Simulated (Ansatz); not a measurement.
## Amorphous Mo16Si32

The cell was made by melting and quenching with the CHGNet potential and then relaxed with DFT. The hot cell started wider than the set density and was brought back towards it in steps. It is the lowest in DFT energy of 2 quenches. It is a model cell: composition and starting density were chosen by hand, and all elements were melted together. No dispersion term was used.

The numbers are results of PBE, scalar-relativistic without spin-orbit coupling (plane waves to 420 eV, PAW; Ansatz, an electronic-structure program), not measurements. Geometry, pressure, stress and energy are those of the PBE run. Its sampling: a 2×2×2 Γ-centred mesh; Fermi-Dirac width 0.1 eV; no spin polarisation.

| Property | Result |
|---|---|
| Number of atoms in the cell | 48 |
| Density (volume relaxed, without dispersion) | 5.66 g/cm^3 |
| Volume per atom | 14.87 Å³ |
| Pressure on a 2×2×2 Γ-centred mesh | 1.2 kbar |
| Largest force and stress component on that mesh (the relaxation ran on one k-point at (1/4, 1/4, 1/4)) | 0.42 eV/Å and 0.3 GPa |
| Energy relative to tetragonal MoSi2 (lowest mix at this level among the phases computed, not always the ambient ones) | 0.447 eV/atom |
| Gap on a 2×2×2 Γ-centred mesh (PBE) | within the smearing (under twice its width) |

Neighbours within Mo-Mo 3.60 Å, Mo-Si 2.96 Å, Si-Si 2.74 Å count as bonded.

```
Quantity                                                                        Result
-----------------------  -------------------------------------------------------------
Mean coordination of Mo  11.81 (1 with 10, 6 with 11, 5 with 12, 3 with 13, 1 with 14)
Mean coordination of Si     7.41 (6 with 6, 11 with 7, 12 with 8, 2 with 9, 1 with 10)
Mean Mo-Si bond                                  2.606 Å (spread 0.097 Å, 123 counted)
Mean Si-Si bond                                   2.571 Å (spread 0.102 Å, 57 counted)
```

Its density started from a set value of 5.63 g/cm³. The simulated quench (nominally 200 K/ps over its main leg) is rapid and tends to freeze in more defects than a deposited or slowly cooled glass has. Values belong to this one cell and scatter from quench to quench. Volume and shape were free in the relaxation. On a 2×2×2 Γ-centred mesh force components of up to 0.42 eV/Å stay, since the relaxation ran on one k-point at (1/4, 1/4, 1/4).
